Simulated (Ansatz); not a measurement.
Reference: BeSe (F-43m), PBEsol with spin-orbit coupling, rigid bands (plane waves, PAW; Ansatz, a quantum-chemistry and plane-wave program); geometry: cell and atoms relaxed with PBEsol.

```yaml
crystal:
  lattice:
    - [0.00000, 2.56432, 2.56432]
    - [2.56432, 0.00000, 2.56432]
    - [2.56432, 2.56432, 0.00000]
  atoms:
    - { symbol: Be, position: [0.00000, 0.00000, 0.00000] }
    - { symbol: Se, position: [0.25000, 0.25000, 0.25000] }
```

The band gap is 2.32 eV and the hole conductivity mass is 0.56 mₑ. The Seebeck coefficient, p-type 1e19 cm⁻³ comes out as 290 μV/K.

Question: Replace Se by S on the same sites and relax. What happens?

Answer: BeS (F-43m): volume per atom 16.9 to 14.2 Å³; band gap rises (2.32 eV to 2.88 eV); hole conductivity mass rises (0.56 mₑ to 0.76 mₑ); Seebeck coefficient, p-type 1e19 cm⁻³ rises (290 μV/K to 368 μV/K).

Question: Replace Se by Te on the same sites and relax. What happens?

Answer: BeTe (F-43m): volume per atom 16.9 to 22.0 Å³; band gap falls (2.32 eV to 1.54 eV); hole conductivity mass falls (0.56 mₑ to 0.38 mₑ); Seebeck coefficient, p-type 1e19 cm⁻³ falls (290 μV/K to 241 μV/K).

Question: Swap Be for Cd, keeping the structure type. How do these values move?

Answer: CdSe (F-43m): volume per atom 16.9 to 28.1 Å³; band gap falls (2.32 eV to 0.36 eV); hole conductivity mass rises (0.56 mₑ to 0.76 mₑ); Seebeck coefficient, p-type 1e19 cm⁻³ rises (290 μV/K to 305 μV/K).

Moves up to 5 % count as about the same. Masses are for dilute carriers at 300 K, harmonic means over directions unless an axis is named. Seebeck coefficients are for the stated density at 300 K, with one relaxation time for all states and whether or not that doping can be reached.
